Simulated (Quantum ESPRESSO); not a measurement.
A working Quantum ESPRESSO input for NaErF4 (P4/mmm, 6 atoms in the cell) (DFT, PBEsol, plane waves, SSSP 1.1.2 efficiency (PBE) pseudopotentials):

```fortran
&control
    calculation = 'scf',
    prefix = 'NaErF4',
    outdir = './tmp/',
    pseudo_dir = './',
    tprnfor = .true.,
    tstress = .true.,
/
&system
    ibrav = 6,
    A = 3.66810000,
    C = 5.31024700,
    nat = 6,
    ntyp = 3,
    ecutwfc = 50,
    ecutrho = 400,
    occupations = 'smearing',
    smearing = 'fermi-dirac',
    degauss = 0.00147,
    nspin = 2,
    starting_magnetization(2) = 0.136,
    input_dft = 'pbesol',
/
&electrons
    conv_thr = 1.0e-11,
    mixing_beta = 0.3,
/
ATOMIC_SPECIES
Na    22.9898  na_pbe_v1.5.uspp.F.UPF
Er   167.2590  Er.GGA-PBE-paw-v1.0.UPF
F     18.9984  f_pbe_v1.4.uspp.F.UPF
ATOMIC_POSITIONS crystal
Na    0.00000000    0.00000000    0.00000000
Er    0.50000000    0.50000000    0.50000000
F     0.50000000    0.00000000    0.73128000
F     0.50000000    0.00000000    0.26872000
F     0.00000000    0.50000000    0.73128000
F     0.00000000    0.50000000    0.26872000
K_POINTS automatic
5 5 3  1 1 1
```

The run converged in 24 iterations: free energy E − TS -15884.7080 eV; Fermi level (on the code's own zero) 8.15 eV; pressure 10.62 GPa; largest force (vector length) 0.501 eV/Å; size of the cell's spin moment 3.00 μB; site moments (μB, in the program's spheres or projections) Na 0.00, Er 2.89, F 0.02, F 0.02, F 0.02, F 0.02. Each of these slips is then made, one at a time:

(1)
```diff
-    ibrav = 6,
-    A = 3.66810000,
-    C = 5.31024700,
-    nat = 6,
+    ibrav = 0,
+    nat = 7,
+Er    0.49896800    0.49355700    0.50826700
+CELL_PARAMETERS angstrom
+   3.66810000     0.00000000     0.00000000
+   0.00000000     3.66810000     0.00000000
+   0.00000000     0.00000000     5.31024700
```

(2)
```diff
-    input_dft = 'pbesol',
+    input_dft = 'tb09',
```

How does each altered input end?


(1) One atom entered twice. The run converged in 21 iterations without an error; against the sound input the pressure goes from 10.62 to 104500 GPa and the size of the net moment goes from 0.50 to 0.14 μB/atom. The full log also holds: “c_bands:  2 eigenvalues not converged” and “c_bands:  1 eigenvalues not converged”.

(2) A functional that needs a library missing from this build. The program stopped before any SCF iteration.
```
Error in routine set_dft_from_name (2):
libxc needed for this functional
```

The starting cell comes from a database of computed structures (which also holds hypothetical and non-ambient phases and stackings), without a prior relaxation at this level. Its lattice was rescaled by a random factor within 2.5 % of one. Spin-orbit coupling is off. With one magnetic atom in the cell only a parallel order is possible. With U or open f shells several self-consistent states can exist. The f electrons are in the valence without U or exact exchange, which can misplace them near the Fermi level. Spin-orbit terms, which matter for f shells, are left out. In the base run, with a pressure of about 11 GPa the cell is away from its equilibrium volume at this level. Without a gap this mesh is coarse (it stands for a supercell whose shortest vector is 16 Å).

Left out of this page: 4 runs of the series outside the window shown, repeating another row's setting, or not comparable.
